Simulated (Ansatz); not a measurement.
Si (diamond structure), Σ5 (310) [001] symmetric tilt. One Sb atom replaces one Si atom in a bicrystal of 48 atoms (one solute to 47 Å² of one boundary, a high coverage); atoms relaxed, cell held. Energies count from the site farthest from both boundaries, which lies only 5.2 Å away; negative means that the solute is drawn to the site. The cell is neutral, and spin is allowed where the electrons are odd. k-points: Γ-centred 3×4×1 mesh; occupations: Fermi-Dirac, 0.050 eV; spin-polarised, moments started parallel. Scalar-relativistic, no spin-orbit coupling.

Sites tried, by distance from the nearest boundary plane (Å): 0.00, 0.85, 0.85, 1.81.

### Question
Does Sb segregate by PBE (Ansatz, a quantum-chemistry and plane-wave program), and with what energy at each site?

### Answer
0.00 Å: -0.12 eV; 0.85 Å: -0.10 eV; 0.85 Å: -0.10 eV; 1.81 Å: 0.07 eV. The most favoured site tried binds it by 0.12 eV.
